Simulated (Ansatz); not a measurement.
Take PbTe in the rock salt structure (space group Fm-3m, No. 225; a = 6.5343 Å) as the base. Axes: x, y, z lie along the cube axes.

The values are results of r2SCAN (Ansatz, a program for electronic structure, PAW, spin-orbit coupling left out), not measurements.

The change: the cell is stretched by 1.50 % along z with no lateral relaxation; the atoms relax in the strained cell.

Predict the stress tensor and what it implies for the stiffness.

Stress of the strained cell less that of the base (GPa, compression positive):
```
  -0.09    0.00    0.00
   0.00   -0.09    0.00
   0.00    0.00   -1.55
```

Then −Δσ_ii/ε with ε = 0.0150 gives secant stiffness values (nonlinear terms included at this strain): C33 ≈ 103 GPa.

Stability against distortions was not tested.
